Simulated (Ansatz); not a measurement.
**Sb (model structure, I-43m, No. 217, 4 atoms in the cell)**

Calculation: HSE06 in Ansatz (PAW).

Run with plane-wave cutoff 460 eV, 6×6×6 k mesh, Fermi–Dirac smearing 0.01 eV, scalar-relativistic PAW data made under PBE.

Cell (relaxed with PBE-D3(BJ)):

```
Sb
1.0
   -3.30443     3.30443     3.30443
    3.30443    -3.30443     3.30443
    3.30443     3.30443    -3.30443
Sb
4
Cartesian
 -2.28210   2.28210   2.28210
  2.28210  -2.28210   2.28210
  2.28210   2.28210  -2.28210
  1.02233   1.02233   1.02233
```

band gap: 0.42 eV (on the SCF k mesh)

Note: the relaxation could raise the start's symmetry but not lower it, so the cell can be a saddle point; cell and atoms aren't relaxed at this level (largest force component 0.36 eV/Å, pressure 0.4 GPa).

Spin–orbit coupling is not included; with these elements it can move the gap by several tenths of an eV or more.

A model structure was made by putting elements into a prototype or built by hand; it is no filed structure, need not be a known phase, and can be a saddle point held by its symmetry.

Ansatz is an electronic-structure program.
